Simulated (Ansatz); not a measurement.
The starting structures come from a database of crystals and need not be the phases stable at ambient conditions.

 Where the default PAW files enter, the runs use the earlier of Ansatz's two default sets.

Inside the gap of an insulator the Bloch states are evanescent, with a wavenumber k + iκ along the transport direction.

Consider the following.

```xyz
20
Lattice="5.3953 0.0000 0.0000 1.5044 5.7592 0.0000 0.0000 0.0000 6.0390" Properties=species:S:1:pos:R:3 pbc="T T T"
Ca     4.7341     3.9599     2.5958
Ca     2.1656     1.7993     3.4432
Ca     2.9178     4.6789     5.6153
Ca     3.9819     1.0803     0.4237
H      5.7389     4.0319     6.0234
H      1.1608     1.7273     0.0156
H      1.9130     4.6069     3.0039
H      4.9867     1.1523     3.0352
H      5.5850     5.2990     4.3577
H      1.3147     0.4602     1.6813
H      2.0668     3.3398     1.3382
H      4.8328     2.4194     4.7008
O      6.1664     4.4735     0.7348
O      0.7333     1.2857     5.3043
O      1.4855     4.1653     3.7543
O      5.4142     1.5939     2.2847
O      4.7069     5.7244     4.4601
O      2.1927     0.0348     1.5789
O      2.9449     2.9144     1.4406
O      3.9547     2.8448     4.5984
```

Space group of this cell: P2_1/c. The cell is taken as given.

Transport runs along the normal of the first two printed cell vectors.

The gap is the functional's own, uncorrected, and κ follows it; spin-orbit coupling is left out. Mid-gap values are interpolated between the computed energies.

Q: Estimate the band gap and the smallest decay constant κ at mid-gap that PBEsol (Ansatz, a first-principles code) returns for this system.

A: Gap 4.43 eV on a 6×6×6 mesh; κ = 0.379 1/Å, at the zone centre.
